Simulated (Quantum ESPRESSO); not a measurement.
## How a calculation on a sheet of Ta2N (3 atoms in the cell) responds to its settings

```
Ta2N
1.0
    2.89165     0.00000     0.00000
   -1.44582     2.50424     0.00000
    0.00000     0.00000    16.35107
N Ta
1 2
Cartesian
  0.00000   0.00000   8.17553
  0.00000   1.66950   9.35106
  1.44583   0.83475   7.00001
```

Base run A: Quantum ESPRESSO with PBE, PseudoDojo standard norm-conserving (PBE) pseudopotentials, self-consistent single point.

Its settings: ecutwfc = 85 Ry; occupations = smearing; smearing = mp; degauss = 0.019992 Ry; potentials = {N: N.upf, Ta: Ta.upf}; K_POINTS = automatic 9 9 1 0 0 0; conv_thr = 1e-10 Ry; mixing_beta = 0.3.

The starting cell was generated: these elements placed on a structure prototype, without a prior relaxation; it need not be a known phase or ordering of this composition. Spin polarisation is off; with an odd number of electrons in the cell that forces a metal, and a magnetic state may lie lower. In the base run, forces exceed 1 eV/Å.

Runs:
- B: input_dft: default → rpbe [RPBE]
- C: input_dft: default → revpbe [revPBE]
- D: input_dft: default → blyp [BLYP]
- E: input_dft: default → wc [Wu-Cohen GGA]
- F: input_dft: default → pw91 [PW91]
- G: input_dft: default → vdw-df2 [vdW-DF2]
- H: input_dft: default → vdw-df-cx [vdW-DF-cx]
- I: input_dft: default → rvv10 [rVV10]

Problem. What does run H change against A?

Solution. The largest force goes from 2.801 to 2.433 eV/Å.

Problem. What does run D change against A?

Solution. The largest force goes from 2.801 to 3.723 eV/Å.

| run | largest force (eV/Å) |
|---|---|
| A | 2.801 |
| B | 3.055 |
| C | 2.984 |
| D | 3.723 |
| E | 2.349 |
| F | 2.854 |
| G | 4.350 |
| H | 2.433 |
| I | 3.540 |
